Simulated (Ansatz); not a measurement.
Consider Mo in the bcc (W type) structure (space group Im-3m, No. 229; a = 3.1608 Å).

(Cell as relaxed with PBE.)

Levels (all Ansatz, a first-principles code, PAW, earlier PAW set): PBE (420 eV, scalar-relativistic without spin-orbit coupling); r2SCAN (500 eV, scalar-relativistic without spin-orbit coupling).

Each level relaxes its own structure.

```tsv
base	PBE	r2SCAN
volume per atom	15.79 Å³	15.64 Å³
lattice parameter a	316.1 pm	315.1 pm
band gap	zero	zero
```

Now apply this change: cell and atoms relaxed at a pressure of 60 GPa.

```json
[
 {"quantity": "lattice parameter a", "PBE": "299.3 pm", "r2SCAN": "?"},
 {"quantity": "band gap", "PBE": "zero", "r2SCAN": "?"}
]
```

Predict the r2SCAN column.


- lattice parameter a, r2SCAN: 298.9 pm
- band gap, r2SCAN: zero

PBE's lattice parameter a lies 0.4 pm above r2SCAN's (0.1 %); the two agree on the band gap. Neither level is exact; r2SCAN is the comparison here, not a measurement.

Load acts through the strain it causes; cell and atoms are relaxed under it. No phonon test of stability was made. Competing high-pressure phases were not computed. All final runs are without spin polarisation.
